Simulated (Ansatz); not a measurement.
# GeSb4Te7 (P-3m1, No. 164, 12 atoms in the cell; start mp-29641)

These are PBEsol+SOC (PAW; Ansatz, a first-principles code) values and carry that method's errors.

Settings: plane-wave cutoff 520 eV, 6×6×2 k mesh (along the axes of the cell as run), Fermi–Dirac smearing 0.01 eV, PAW data made under PBE.

Cell (relaxed with PBE-D3(BJ)):

```cif
data_GeSb4Te7
_chemical_formula_sum 'Ge1 Sb4 Te7'
_space_group_name_H-M_alt 'P-3m1'
_space_group_IT_number 164
_space_group_name_Hall '-P 3 2"'
_cell_length_a 4.25885
_cell_length_b 4.25885
_cell_length_c 23.34723
_cell_angle_alpha 90.000
_cell_angle_beta 90.000
_cell_angle_gamma 120.000
loop_
_atom_site_label
_atom_site_type_symbol
_atom_site_symmetry_multiplicity
_atom_site_Wyckoff_symbol
_atom_site_fract_x
_atom_site_fract_y
_atom_site_fract_z
_atom_site_occupancy
Ge1 Ge 1 b 0.00000 0.00000 0.50000 1
Sb1 Sb 2 d 0.33333 0.66667 0.08428 1
Sb2 Sb 2 d 0.33333 0.66667 0.34365 1
Te1 Te 2 d 0.66667 0.33333 0.15800 1
Te2 Te 2 c 0.00000 0.00000 0.27015 1
Te3 Te 2 d 0.66667 0.33333 0.42883 1
Te4 Te 1 a 0.00000 0.00000 0.00000 1
```

```
Item                           Result
--------  ---------------------------
band gap  0.08 eV (on the SCF k mesh)
```

Note: cell and atoms aren't relaxed at this level (largest force component 0.07 eV/Å).

The result took very roughly 5 core-minutes.

A start named mp-… is a Materials Project structure, which need not be a measured phase.
